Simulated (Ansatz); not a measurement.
## A self-consistent single point of W (Im-3m, 1 atom in the cell) with Ansatz

Method: PBE (plane waves, PAW; Ansatz, an electronic-structure program).

Input as run:

Ansatz 0.2 input:
```yaml
crystal:
  lattice:
    - [-1.57210000, 1.57210000, 1.57210000]
    - [1.57210000, -1.57210000, 1.57210000]
    - [1.57210000, 1.57210000, -1.57210000]
  atoms:
    - { symbol: W, position: [0.00000000, 0.00000000, 0.00000000] }
basis:
  ecutwfc: 30.9 Ry
kpoints:
  mp_grid: { grid: [15, 15, 15] }
hamiltonian:
  xc: pbe
  pseudopotentials: { kind: paw }
scf:
  occupations: { method: fermi_dirac, width: 0.0073 Ry }
output:
  forces: true
  eigenvalues: true
  stress: true
```

Log, with long lists cut:

```
WARN ansatz: RAYON_NUM_THREADS=1 ignored (pool sized by the plan → 1); use --threads N
Pseudopotentials: kind: paw
Pseudopotential: W, paw, valence charge 14
Crystal: 1 atoms, lattice volume = 15.542 Å³
Basis set: ecut = 420.4159175005146 eV, 321 PW (Γ), exchange–correlation on 40×40×40 points (8 copies of the dense FFT grid, shifted against one another)
Bands: 11, of which v1, the nominal top of the filled ones, is band 7 counted from 1 (6 counted from 0)
Symmetry: 48 space group operations
Space group: Im-3m (ITA 229), of the structure as read, at distance tolerance 2.5e-5 Å
k-points: 120 of 3375
Initial density: superposition of atomic densities (neutral atoms: chi_scale 0, normalization atom), corrected by the library's trained network
Initial wavefunctions: pseudopotential atomic-orbital guess
Eigensolver: davidson
Functional: x = pbe(κ = 0.804, μ = 0.2195149727645171), c = pbe(β = 0.06672455060314922)
SCF iter   1: F=—  HF=-10384.805994 eV  |F-HF|=—  |Δ(HF+E_count)|=         —  Δρ=1.62e-3  dr2=1.13e-4  ethr=1.77e-3  ⟨swp⟩=5.0  Hψ=6940  notcnv=0
all-band conjugate gradients solve this SCF's bands
preconditioner: auto → none
SCF iter   2: F=—  HF=-10384.805741 eV  |F-HF|=—  |Δ(HF+E_count)|=   2.53e-4  Δρ=8.58e-4  dr2=3.23e-5  ethr=8.06e-7  ⟨swp⟩=2.3  Hψ=3062  notcnv=0
SCF iter   3: F=—  HF=-10384.805772 eV  |F-HF|=—  |Δ(HF+E_count)|=   3.11e-5  Δρ=2.65e-4  dr2=8.62e-6  ethr=2.31e-7  ⟨swp⟩=2.0  Hψ=2146  notcnv=0
SCF iter   4: F=—  HF=-10384.805770 eV  |F-HF|=—  |Δ(HF+E_count)|=   2.25e-6  Δρ=1.80e-4  dr2=4.00e-6  ethr=6.16e-8  ⟨swp⟩=1.0  Hψ=1317  notcnv=0
iter 5 did not close the SCF: its close was put off for the readings that it lacked (scf_convergence_deferred on its scf_iter line)
SCF iter   5: F=-10384.805768 eV  HF=-10384.805768 eV  |F-HF|=2.61e-8  |Δ(HF+E_count)|=   1.96e-6  Δρ=1.94e-5  dr2=3.86e-8  ethr=2.86e-8  ⟨swp⟩=2.0  Hψ=1997  notcnv=0
SCF iter   6: F=-10384.805768 eV  HF=-10384.805768 eV  |F-HF|=1.43e-8  |Δ(HF+E_count)|=   4.05e-9  Δρ=1.24e-5  dr2=1.76e-8  ethr=2.76e-10  ⟨swp⟩=2.4  Hψ=4313  notcnv=0
SCF 1 converged in 6 iterations: F = -10384.805768 eV  dr2 = 1.76e-8
SCF converged after 6 iterations
Free energy (F): -10384.805768 eV
Harris-Foulkes:  -10384.805768 eV  (|F-HF|=1.43e-8)
Internal energy: -10384.790861 eV  (E = F + TS)
E sigma→0 (E₀):  -10384.798314 eV
Entropy (-TS):   -0.014907 eV (-14.907 meV/atom)
Fermi energy:    23.108371 eV
--- Per-component energies (eV) ---
  E_band       = -74.468905
  E_kinetic    = 451.435767
  E_local      = -584.763625  (includes V_loc(G=0)·N_el)
  E_nonlocal   = 0.436178
  E_hartree    = 211.497137
  E_xc         = -267.496947
  E_vxc        = -239.526220  (∫ρ·V_xc dr)
  E_paw        = -8562.555444  (= ΣΔE_a)
  E_vpaw       = -125.041561  (= ΣTr[D̂ρ^β])
  E_aug_tail   = -0.000054  (compensation charges beyond the density's cutoff)
  E_ewald      = -1633.343873
  E_smearing   = -0.014907  (= −TS)
  E_closure    = -0.000000  (closes the sum)
  Σ components = -10384.805768   (vs F -10384.805768, Δ=0.00e0)
--- Forces (eV/Å), atoms counted from 1 ---
  atom   1  W     -0.00000000     0.00000000    -0.00000000
  max |Σ_I F_I| component: 3.49e-32 eV/Å
--- Stress (GPa, compression-positive) ---
       12.412764       0.000000       0.000000
       -0.000000      12.412764       0.000000
       -0.000000      -0.000000      12.412764
  P = ⅓ Tr σ = 12.4128 GPa (124.128 kbar)
  The stress holds the Pulay correction. Without it, at fixed plane waves, as pw.x and ABINIT print it: P = 12.3327 GPa
--- Band table (eV; the first three rows and the last of 120) ---
  k-point 0: bands = ["-50.9544", "-14.5226", "-14.5226", "-14.5226", "13.3933", "21.8566", "21.8566", "21.8566", "25.4268", "25.4268", "37.6889"]
  k-point 1: bands = ["-50.9481", "-14.5873", "-14.5426", "-14.5229", "13.6138", "21.7224", "21.8258", "22.0709", "25.2133", "25.4288", "37.8764"]
  k-point 2: bands = ["-50.9302", "-14.7673", "-14.5989", "-14.5239", "14.2378", "21.3642", "21.6807", "22.7034", "24.8267", "25.4498", "38.3026"]
  k-point 119: bands = ["-50.7003", "-15.4849", "-15.4737", "-15.4737", "17.1882", "17.2219", "27.9012", "27.9012", "28.3198", "31.1659", "32.1902"]
```

The run converged in 6 iterations.

The starting cell has typed, rounded lattice constants, without a prior relaxation at this level. Its lattice was rescaled by up to half a per cent. Spin-orbit coupling is off. Spin polarisation is off. With a pressure of about 12 GPa the cell is away from its equilibrium volume at this level. Ansatz's pressure includes its estimate of the finite-basis (Pulay) stress.
